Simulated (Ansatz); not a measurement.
Sb on the Nb site (Sb_Nb) in ferroelectric LiNbO3 (start: the Nb site; 120-site cell, 2×2×2 Γ-centred sampling). All values below come from PBE, PAW (plane waves to 420 eV; Ansatz, a first-principles code). Total energies of the localised charge states, counted from that of charge 0, and their image corrections (point charge with alignment); the host's valence-band maximum lies at 6.930 eV on the cells' energy zero and its gap is 3.53 eV.

```json
[
 {"charge": "0", "moment (μB)": "not spin-polarised", "E − E(first) (eV)": "0.000", "correction (eV)": "0.000"},
 {"charge": "−1", "moment (μB)": "1.0", "E − E(first) (eV)": "10.054", "correction (eV)": "0.018"}
]
```

Derive the transition levels above the valence-band maximum and say which of them are thermodynamic.

A level is the Fermi energy at which two charges have equal formation energy: ε(q/q′) = [E(q′) + corr(q′) − E(q) − corr(q)] / (q − q′) − E_VBM.
ε(0/−1) = [(10.054 + 0.018) − (0.000 + 0.000)] / 1 − 6.930 = 3.14 eV
Thermodynamic levels at least 0.1 eV inside the gap: (0/−1) at 3.14 eV. They hold to tenths of an eV in this cell. Charges from +1 to −1 were run; one beyond them could lie lower near a band edge. At charge +1 the carrier sat in host band states, shallow at most. Flagged in the runs: a host whose relaxation on this sampling wasn't shown to rest, a strain field that reaches the edge of the cell.
